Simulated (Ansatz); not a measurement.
Consider GaSb in the zinc blende structure (space group F-43m, No. 216; a = 6.132 Å). Axes: x, y, z lie along the cube axes.

All numbers come from r2SCAN (Ansatz, a quantum-chemistry and plane-wave program), no spin-orbit coupling.

Base values:

```
Item                                 Value
---------------------  -------------------
Electron mass              0.023 mₑ (at Γ)
Pressure                          0.1 kbar
Valence-band top at Γ  0.00, 0.00, 0.00 eV
```

Now apply this change: the cell is compressed by 0.82 % along y with no lateral relaxation, atoms relaxed at fixed cell.

Q: What does the calculation give for the electron mass after the change?

A: The electron mass becomes 0.025 mₑ along y, 0.027 mₑ across (at Γ) (base: 0.023 mₑ (at Γ)).

Q: How does this affect the pressure?

A: The pressure (mean of the normal stresses, compression positive) grows by 4.47 kbar to 4.5 kbar.

Q: Estimate the effect on the energy relative to the base.

A: The energy goes up by 0.5 meV/atom.

Q: How does this affect the valence-band top at Γ?

A: The valence-band top at Γ (three highest levels, from the VBM) becomes 0.00, -0.05, -0.05 eV (base: 0.00, 0.00, 0.00 eV).

Spin-orbit coupling, missing from the scalar runs, can matter with Sb. The levels and masses belong to the bands next to the band gap. The cells carry an imposed strain or load. Effective masses come from finite differences of ±0.01 Å⁻¹. Stability against distortions was not tested.
